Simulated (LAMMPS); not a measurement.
Molecular dynamics of SiC (zinc blende), 1000 atoms, at 200 K and 0 GPa, heated as the crystal.

Computed with classical MD, pair style tersoff, file SiC_1994.tersoff, run in LAMMPS.

```csv
r (Å),"g(r), C-Si"
1.740,0.000
1.780,0.175
1.820,7.71
1.860,26.2
1.900,10.9
1.940,0.659
1.980,0.005
2.020,0.000
2.060,0.000
2.100,0.000
2.140,0.000
2.180,0.000
2.220,0.000
2.260,0.000
2.300,0.000
2.340,0.000
2.380,0.000
2.420,0.000
2.460,0.000
2.500,0.000
2.540,0.000
2.580,0.000
2.620,0.000
2.660,0.000
2.700,0.000
2.740,0.000
2.780,0.000
2.820,0.000
2.860,0.000
2.900,0.000
2.940,0.000
2.980,0.000
3.020,0.000
3.060,0.000
3.100,0.000
3.140,0.000
3.180,0.000
3.220,0.000
3.260,0.000
3.300,0.000
3.340,0.000
3.380,0.000
3.420,0.003
3.460,0.187
3.500,2.82
3.540,12.1
3.580,15.4
3.620,6.03
3.660,0.741
3.700,0.024
3.740,0.000
3.780,0.000
3.820,0.000
3.860,0.000
3.900,0.000
3.940,0.000
3.980,0.000
4.020,0.000
4.060,0.000
4.100,0.000
4.140,0.000
4.180,0.000
4.220,0.000
4.260,0.000
4.300,0.000
4.340,0.000
4.380,0.000
4.420,0.000
4.460,0.000
4.500,0.000
4.540,0.000
4.580,0.055
4.620,1.39
4.660,6.97
4.700,9.08
4.740,3.66
4.780,0.460
4.820,0.016
4.860,0.000
4.900,0.000
4.940,0.000
4.980,0.000
5.020,0.000
5.060,0.000
5.100,0.000
5.140,0.000
5.180,0.000
5.220,0.000
5.260,0.000
5.300,0.000
5.340,0.000
5.380,0.000
5.420,0.000
5.460,0.021
5.500,0.481
5.540,3.45
5.580,8.15
5.620,6.40
5.660,1.64
5.700,0.146
5.740,0.004
```

The data show:
- state found: crystal; no diffusion seen in 30 ps
- first peak of g(r), C-Si: 1.86 Å, height 26.2
- coordination number of C by Si: 4.00 (counted to 2.54 Å)
- coordination number of Si by C: 4.00 (counted to 2.54 Å)

Caution: nuclei are classical, which matters for such light atoms.
